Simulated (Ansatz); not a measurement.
Take AgF in the zinc blende structure (space group F-43m, No. 216; a hypothetical phase, not in the database extracts checked) as the base.

```yaml
crystal:
  lattice:
    - [0.00000, 2.66055, 2.66055]
    - [2.66055, 0.00000, 2.66055]
    - [2.66055, 2.66055, 0.00000]
  atoms:
    - { symbol: F, position: [0.75000, 0.75000, 0.75000] }
    - { symbol: Ag, position: [0.00000, 0.00000, 0.00000] }
```

All numbers come from PBEsol (Ansatz, a program for electronic structure, PAW, no SOC).

Base values:

| Item | Result |
|---|---|
| Volume per atom | 18.83 Å³ |

Now apply this change: a hydrostatic pressure of 30 GPa.

Q: How does this affect the volume per atom?

A: The volume per atom falls by 4.79 Å³ (18.83 Å³ → 14.04 Å³).

Load acts through the strain it causes; cell and atoms are relaxed under it. Whether these cells are dynamically stable was not tested. No other phases were tried under pressure. No Hubbard U is applied, and correlation can decide whether such a compound is a metal. All final runs are without spin polarisation.
